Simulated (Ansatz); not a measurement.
Base system: Al2Cu (space group I4/mcm, No. 140).

```xyz
6
Lattice="-3.0029 3.0029 2.3949 3.0029 -3.0029 2.3949 3.0029 3.0029 -2.3949" Properties=species:S:1:pos:R:3 pbc="T T T"
Al     0.9552     3.9581     0.0000
Al     0.9552     2.0477     2.3949
Al     2.0477     0.9552     0.0000
Al     2.0477    -0.9552     2.3949
Cu     0.0000     0.0000     1.1974
Cu     0.0000     0.0000     3.5923
```

Cartesian axes are those of the cell as printed.

Level of theory: Kohn–Sham DFT with the r2SCAN functional, run in Ansatz (an electronic-structure program) with PAW and 500 eV plane waves, no SOC.

Base values:

The volume per atom is 14.40 Å³.

It is then changed as follows: tensile biaxial strain of 1.79 % in the plane normal to [001], as in epitaxy on a mismatched substrate; the out-of-plane cell vector and the atoms relax.

Task: Estimate the effect on the volume per atom.

Result: The volume per atom increases by 0.36 Å³ to 14.76 Å³.

A biaxial case was relaxed in a doubled cell and then solved in the primitive one. Without a gap, meshes like the base's 12×12×12 leave anisotropic stresses uncertain by several tenths of a GPa, and small strain energies with them. No phonon test of stability was made. All final runs are without spin polarisation.
